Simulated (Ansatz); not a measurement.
**CaF2 in the rutile structure (space group P4_2/mnm, No. 136; a hypothetical phase, not in the database extracts checked)**

```
CELL_PARAMETERS angstrom
      5.15499     0.00000     0.00000
      0.00000     5.15499     0.00000
      0.00000     0.00000     3.54121
ATOMIC_POSITIONS crystal
  Ca 0.00000 0.00000 0.00000
  Ca 0.50000 0.50000 0.50000
  F  0.30752 0.30752 0.00000
  F  0.80752 0.19248 0.50000
  F  0.19248 0.80752 0.50000
  F  0.69248 0.69248 0.00000
```

All numbers come from PBEsol (Ansatz, a quantum-chemistry and plane-wave program, PAW, scalar-relativistic without spin-orbit coupling). k-mesh 7×7×9 (Γ-centred); smearing 0.05 eV (Fermi–Dirac).

The volume per atom is 15.68 Å³, the density is 2.76 g/cm³ and the band gap is 6.83 eV, direct at Γ. The electron mass is 0.60 mₑ and the lowest conduction-band minima above the VBM is Γ 6.83 eV. The total energy comes out as -1133.565 eV/atom (σ→0; compares only within this code and set-up).

Effective masses come from finite differences of ±0.01 Å⁻¹. Whether these cells are dynamically stable was not tested.
